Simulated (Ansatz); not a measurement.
Ansatz (a quantum-chemistry and plane-wave program) run on ScCrC2 (P3m1, 8 atoms in the cell): self-consistent single point.

Method: PBEsol, default PAW files made with PBE (plane waves; Ansatz).

```xyz
8
Lattice="3.2561 0.0000 0.0000 -1.6281 2.8199 0.0000 0.0000 0.0000 9.0379" Properties=species:S:1:pos:R:3 pbc="T T T"
Sc     0.0000     0.0000     4.5690
Sc     0.0000     0.0000     0.0000
Cr     0.0000     1.8799     2.2595
Cr     1.6281     0.9400     6.7784
C      0.0000     1.8799     7.5400
C      1.6281     0.9400     1.4979
C      1.6281     0.9400     3.0210
C      0.0000     1.8799     6.0169
```

Reference input (self-consistent single point, DFT, PBEsol, plane waves, default PAW files made with PBE): basis.ecutwfc = 420 eV; kpoints.mp_grid.grid = 12 12 4; hamiltonian.xc = pbesol; hamiltonian.pseudopotentials = {kind: paw} (the program's default PAW files); scf.occupations.method = fermi_dirac; scf.occupations.width = 0.1 eV. This run's input differs from it in these lines:

Ansatz 0.2 input:
```diff
@@ -18,3 +18,3 @@
   mp_grid:
-    grid: [12, 12, 4]
+    grid: [20, 20, 7]
 hamiltonian:
@@ -25,4 +25,4 @@
   occupations:
-    method: fermi_dirac
-    width: 0.1
+    method: gaussian
+    width: 0.2
 output:
```

Output (repeated stretches shortened):

```
SCF iter   1: F=—  HF=-11911.413420 eV  |F-HF|=—  |Δ(HF+E_count)|=         —  Δρ=1.48e-2  dr2=2.10e-1  ethr=1.77e-3  ⟨swp⟩=4.0  Hψ=37093  notcnv=0
all-band conjugate gradients solve this SCF's bands
preconditioner: auto → Kerker (q_TF=auto, 2.626 Å⁻¹)
SCF iter   2: F=—  HF=-11911.370561 eV  |F-HF|=—  |Δ(HF+E_count)|=   4.29e-2  Δρ=6.37e-3  dr2=3.96e-2  ethr=3.18e-4  ⟨swp⟩=1.2  Hψ=13537  notcnv=0
   [... lines left out ...]
SCF iter   5: F=—  HF=-11911.359994 eV  |F-HF|=—  |Δ(HF+E_count)|=   3.09e-5  Δρ=1.40e-4  dr2=1.45e-5  ethr=4.57e-7  ⟨swp⟩=2.0  Hψ=12851  notcnv=0
SCF iter   6: F=—  HF=-11911.360011 eV  |F-HF|=—  |Δ(HF+E_count)|=   1.72e-5  Δρ=3.33e-5  dr2=9.83e-7  ethr=2.20e-8  ⟨swp⟩=2.2  Hψ=13672  notcnv=0
SCF iter   7: F=—  HF=-11911.360011 eV  |F-HF|=—  |Δ(HF+E_count)|=   1.26e-7  Δρ=1.05e-5  dr2=1.71e-7  ethr=1.52e-10  ⟨swp⟩=8.1  Hψ=41082  notcnv=0
SCF iter   8: F=-11911.360011 eV  HF=-11911.360011 eV  |F-HF|=1.30e-8  |Δ(HF+E_count)|=   1.31e-8  Δρ=3.50e-6  dr2=1.52e-8  ethr=1.52e-10  ⟨swp⟩=3.6  Hψ=31089  notcnv=0
SCF 1 converged in 8 iterations: F = -11911.360011 eV  dr2 = 1.52e-8
Free energy (F): -11911.360011 eV
Internal energy: -11911.285164 eV  (E = F + TS)
E sigma→0 (E₀):  -11911.322587 eV
Entropy (-TS):   -0.074847 eV (-9.356 meV/atom)
Fermi energy:    14.882785 eV
--- Forces (eV/Å), atoms counted from 1 ---
  atom   1  Sc    -0.00000000     0.00000000    -0.63555401
  atom   2  Sc     0.00000000    -0.00000000     0.05514912
  atom   3  Cr    -0.00000000     0.00000000     0.18402173
  atom   4  Cr     0.00000000    -0.00000000     0.20138426
  atom   5  C      0.00000000    -0.00000000    -0.02818822
  atom   6  C     -0.00000000     0.00000000     0.06621851
  atom   7  C     -0.00000000     0.00000000     0.01847565
  atom   8  C      0.00000000    -0.00000000     0.13849702
--- Stress (GPa, compression-positive) ---
       -7.608484       0.000000      -0.000000
        0.000000      -7.608484      -0.000000
       -0.000000      -0.000000      -6.402692
  P = ⅓ Tr σ = -7.2066 GPa (-72.066 kbar)
  The stress holds the Pulay correction. Without it, at fixed plane waves, as pw.x and ABINIT print it: P = -7.4985 GPa
```

The run converged in 8 iterations. Against the reference run the free energy rises by 2.7 meV/atom, the pressure hardly changes (-7.11 to -7.21 GPa) and the largest force moves little (0.634 to 0.636 eV/Å).

The starting cell comes from a database of computed structures (which also holds hypothetical and non-ambient phases and stackings), without a prior relaxation at this level. Its lattice was rescaled by up to half a per cent. One atom was moved a little off its site on purpose. Spin polarisation is off. With a pressure of about -7 GPa the cell is away from its equilibrium volume at this level. Ansatz's pressure includes its estimate of the finite-basis (Pulay) stress.

Cost on one core of a shared machine: roughly 90 s.
